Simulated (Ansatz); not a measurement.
Base system: GaP in the zinc blende structure (space group F-43m, No. 216).

```
GaP
1.0
    0.00000     2.75299     2.75299
    2.75299     0.00000     2.75299
    2.75299     2.75299     0.00000
Ga P
1 1
Direct
  0.00000   0.00000   0.00000
  0.25000   0.25000   0.25000
```

Cartesian axes are those of the cell as printed.

Method: DFT with PBE, PAW potentials and a 420 eV plane-wave cutoff in Ansatz (an electronic-structure program), no spin-orbit coupling.

Perturbation: every lattice vector is shortened by 3.00 %, atoms relaxed at fixed cell.

Problem. Predict the stress tensor and what it implies for the stiffness.

Solution. Stress of the strained cell less that of the base (GPa, compression positive):
```
   8.62    0.00    0.00
   0.00    8.62    0.00
   0.00    0.00    8.62
```

Then B = −ΔP/(ΔV/V₀) with ΔV/V₀ = -0.0873 gives secant stiffness values (nonlinear terms included at this strain): B ≈ 99 GPa.

As a check, the harmonic strain energy −½ V₀ Δσ:ε is 50 meV/atom; the computed energy rise is 45 meV/atom.

Semilocal Kohn–Sham gaps tend to fall short of experiment. Stability against distortions was not tested. The real GaP has an indirect gap at ambient pressure; PBE orders its close-lying valleys differently.
